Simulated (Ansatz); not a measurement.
Start from Ge in the diamond structure (space group Fd-3m, No. 227; a = 5.762 Å).

Method: PBE, PAW, 420 eV (Ansatz, a first-principles code; spin-orbit coupling left out).

Strains are applied to the cell and any free atomic positions relax.

One change was made to it. Results:

The band gap changes from zero to 0.30 eV; the pressure goes from zero to 6.7 GPa.

Task: What was done to the base?
(A) isotropic strain −0.50 %
(B) isotropic strain −3.00 %
(C) isotropic strain +3.00 %
(D) isotropic strain −1.00 %

Result: B, isotropic strain −3.00 %. For comparison, the band gap in the other runs: isotropic strain +3.00 % gives zero; isotropic strain −0.50 % gives zero; isotropic strain −1.00 % gives zero.

Stability against distortions was not tested. A zero or small gap of Ge can be the functional's error rather than a property of the material.
